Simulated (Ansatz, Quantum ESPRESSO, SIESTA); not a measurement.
# One structure in several programs: PdRh (P1, 2 atoms in the cell)

Self-consistent single point, at a second geometry (atoms moved at random). First geometry:

```xyz
2
Lattice="1.3566 0.7832 4.4215 -1.3566 0.7832 4.4215 0.0000 -1.5665 4.4215" Properties=species:S:1:pos:R:3 pbc="T T T"
Pd     0.0000     0.0000     0.0000
Rh     0.0000     0.0000     6.6323
```

Second geometry:
```yaml
crystal:
  lattice:
    - [1.35660, 0.78323, 4.42152]
    - [-1.35660, 0.78323, 4.42152]
    - [0.00000, -1.56646, 4.42152]
  atoms:
    - { symbol: Pd, position: [0.00531, 0.00183, 0.99219] }
    - { symbol: Rh, position: [0.49469, 0.49817, 0.50781] }
```

Shared settings, as Ansatz (a first-principles code) writes them: kpoints.mp_grid.grid = 14 14 14; scf.occupations.method = gaussian; scf.occupations.width = 0.05 eV. Potentials and cutoffs stand in the table.

```
code                                                                                                                                      model  ΔF from the first geometry (meV/atom)  pressure (GPa)  largest force (eV/Å)       cutoff
----------------  -----------------------------------------------------------------------------------------------------------------------------  -------------------------------------  --------------  --------------------  -----------
Quantum ESPRESSO                                                                           PBEsol, GBRV 1.5 ultrasoft (PBESOL) pseudopotentials                                    1.3           -1.64                 0.145        40 Ry
SIESTA            GGA PBEsol, numerical atomic orbitals DZP, PseudoDojo PBEsol standard norm-conserving potentials (rewritten from UPF to PSML)                                    1.3            0.50                 0.155  grid 300 Ry
Ansatz                                                                                                          PBEsol, PAW files made with PBE                                    1.3           -1.48                 0.143       420 eV
```

On Ansatz's run: spin polarisation is off.

The spread over the programs that give each value: ΔF from the first geometry within 0.0 meV/atom; pressure within 2.14 GPa; largest force within 0.012 eV/Å.

SIESTA uses small atom-centred bases, whose incompleteness enters pressures, forces and empty levels differently from a plane-wave cutoff. Ansatz's pressure is given at a fixed set of plane waves, as the other plane-wave codes print theirs; with its correction for the finite basis it is -1.42 GPa. In the pressure, SIESTA (by 2.06) lies more than 1 GPa from the median of the plane-wave programs.

The starting cell comes from a database of computed structures (which also holds hypothetical and non-ambient phases and stackings), without a prior relaxation at this level. Its lattice was rescaled by a random factor within 2.5 % of one. For this run, on top of that: atoms moved at random.

Keys are those of Ansatz 0.2.
